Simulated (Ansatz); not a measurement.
Base system: AlBO₃ (space group R-3c, No. 167; a = 4.475 Å, c = 13.738 Å (hexagonal axes)). Axes: x lies along a and z along c of the hexagonal cell.

Level of theory: plane-wave PAW DFT at the PBEsol level (Ansatz, a first-principles code, 420 eV), no spin-orbit coupling.

Before the change:

| Property | Result |
|---|---|
| Band gap | 5.80 eV |

Modification: the symmetric strain tensor [0.0068 -0.0133 0.0050; -0.0133 -0.0005 -0.0095; 0.0050 -0.0095 -0.0070], atoms relaxed at fixed cell.

What does the calculation give for the energy relative to the base, band gap and stress after the change?

The energy increases by 4.7 meV/atom; the band gap decreases by 0.04 eV (5.80 eV → 5.76 eV); the stress (xx, yy, zz, yz, xz, xy; compression positive) amounts to (-2.00, -0.36, 1.88, 2.01, -0.50, 4.49) GPa.

Stability against distortions was not tested.
